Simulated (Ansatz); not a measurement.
## Effect of In on a As site (antisite), symmetric start on InAs

Take an 8-atom supercell of InAs in the zinc blende structure (space group F-43m, No. 216; a = 6.187 Å) at its relaxed geometry as the base.

Perturbation: a neutral In on a As site (antisite), symmetric start, atoms relaxed at fixed cell.

Method: PBE (Ansatz, a program for electronic structure; PAW; 420 eV plane waves; no SOC), earlier PAW set. Γ-centred 4×4×4 mesh, Fermi–Dirac width 0.05 eV.

```json
[
 {"quantity": "pressure", "base": "0.0 GPa", "changed": "3.2 GPa", "shift": "+3.2 GPa"},
 {"quantity": "energy gained by relaxation", "base": "–", "changed": "0.14 eV", "shift": "–"},
 {"quantity": "largest displacement of a host atom from its site in the perfect cell", "base": "–", "changed": "0.08 Å", "shift": "–"},
 {"quantity": "mean distance from the defect site to its nearest host atoms", "base": "2.68 Å", "changed": "2.76 Å", "shift": "+0.08 Å"}
]
```

The cell is small, so the values are those of an ordered compound at a high defect concentration; dilute-limit values will differ. The mesh was chosen for an insulator and is coarse for the gapless case. The defect started on the symmetric site and kept its symmetry, so it may sit on a saddle. All final runs are without spin polarisation. The defect cell is not spin-polarised.
